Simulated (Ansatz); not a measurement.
# Ir: pressure series

Base system: Ir in the fcc (Cu type) structure (space group Fm-3m, No. 225).

```
Ir
1.0
    0.00000     1.93542     1.93542
    1.93542     0.00000     1.93542
    1.93542     1.93542     0.00000
Ir
1
Cartesian
  0.00000   0.00000   0.00000
```

Cell and atoms are relaxed at each pressure.

Levels (all Ansatz, an electronic-structure program, PAW): PBE (420 eV, no spin-orbit coupling); r2SCAN (500 eV, no spin-orbit coupling).

The base cell above is that of PBE; each level relaxes its own structures.

```csv
case,"volume per atom, PBE","volume per atom, r2SCAN"
pressure −2 GPa,14.59 Å³,…
pressure −1 GPa,14.54 Å³,14.24 Å³
pressure 0.9 GPa,14.46 Å³,14.17 Å³
pressure 2.1 GPa,14.41 Å³,14.13 Å³
pressure 4.5 GPa,14.32 Å³,…
pressure 9 GPa,14.15 Å³,13.89 Å³
pressure 15 GPa,13.94 Å³,…
pressure 22.5 GPa,13.71 Å³,…
pressure 30 GPa,13.49 Å³,13.28 Å³
```

**Question.** Complete the table.

**Answer.** 
- pressure −2 GPa, volume per atom, r2SCAN: 14.28 Å³
- pressure 4.5 GPa, volume per atom, r2SCAN: 14.04 Å³
- pressure 15 GPa, volume per atom, r2SCAN: 13.70 Å³
- pressure 22.5 GPa, volume per atom, r2SCAN: 13.48 Å³

PBE lies above r2SCAN in every row, by 0.21 Å³ to 0.30 Å³. They put the cases in the same order.

Load acts through the strain it causes; cell and atoms are relaxed under it. No phonon test of stability was made. No other phases were tried under pressure. The final runs are not spin-polarised.
